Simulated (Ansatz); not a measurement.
Consider W (space group Pm-3n, No. 223; a = 5.033 Å).

All numbers come from plane-wave PAW DFT at the PBEsol level (Ansatz, a quantum-chemistry and plane-wave program, 420 eV), spin-orbit coupling left out, earlier PAW set.

Before the change:

The lattice parameter a is 503.3 pm.

One thing is altered: cell and atoms relaxed at a pressure of 0.7 GPa.

**Question.** What does the calculation give for the lattice parameter a after the change?

**Answer.** The lattice parameter a drops by 0.37 pm (503.3 pm → 503.0 pm).

Load acts through the strain it causes; cell and atoms are relaxed under it. No phonon test of stability was made. All final runs are without spin polarisation. This is not the structure that W has at room temperature and ambient pressure.
